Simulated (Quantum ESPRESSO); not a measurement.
Band structure of Si2Ru (Fm-3m, 3 atoms in the cell).

```
Si2Ru
1.0
    0.00000     2.84130     2.84130
    2.84130     0.00000     2.84130
    2.84130     2.84130     0.00000
Si Ru
2 1
Cartesian
  1.42065   1.42065   1.42065
  4.26194   4.26194   4.26194
  0.00000   0.00000   0.00000
```

Method of the run: LDA (PZ), GBRV 1.5 ultrasoft (LDA) pseudopotentials (plane waves; Quantum ESPRESSO 7.5).

Settings: ecutwfc = 40 Ry; ecutrho = 320 Ry; occupations = smearing; smearing = mp; degauss = 0.019992 Ry; potentials = {Si: si_lda_v1.uspp.F.UPF, Ru: ru_lda_v1.2.uspp.F.UPF}; K_POINTS = automatic 8 8 8 0 0 0; nbnd = 24; conv_thr = 1e-10 Ry.

The starting cell comes from a database of computed structures (which also holds hypothetical and non-ambient phases and stackings), without a prior relaxation at this level. Spin polarisation is off.

Levels in eV from the Fermi level, bands 10 to 17:
```tsv
point	10	11	12	13	14	15	16	17
Γ	-2.18	-1.51	4.34	4.34	4.34	4.41	4.41	4.41
X	-2.36	-2.36	-1.62	-1.27	3.04	4.64	7.41	7.98
W	-2.51	-2.36	-1.36	0.02	4.10	4.10	6.48	7.07
K	-2.78	-1.93	-0.85	-0.52	3.17	5.67	5.85	6.00
L	-1.75	-1.75	-0.19	-0.19	1.43	4.82	5.06	5.06
U	-2.78	-1.93	-0.85	-0.52	3.17	5.67	5.85	6.00
```

Bands cross the Fermi level along this path, so the cell is metallic at this level.
